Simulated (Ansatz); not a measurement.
# Effect of isotropic strain +1.00 % on MoSi2

Start from MoSi₂ (space group I4/mmm, No. 139; a = 3.174 Å, c = 7.779 Å; relaxed with 0.1 eV smearing).

Perturbation: the cell is scaled by 1.0100 in all directions, atoms relaxed at fixed cell.

Calculations: LDA in Ansatz (plane waves to 420 eV, PAW, without spin-orbit coupling). k-mesh 25×25×25 (Γ-centred); smearing 0.1 eV (Fermi–Dirac).

The volume per atom goes up by 0.40 Å³ (13.06 Å³ → 13.46 Å³) and the space group remains I4/mmm (No. 139). The shortest interatomic distance goes up by 0.0177 Å (2.564 Å → 2.581 Å) and the energy grows by 8.0 meV/atom. The band gap stays zero.

Stability against distortions was not tested. All final runs are without spin polarisation.

Ansatz is a quantum-chemistry and plane-wave program.
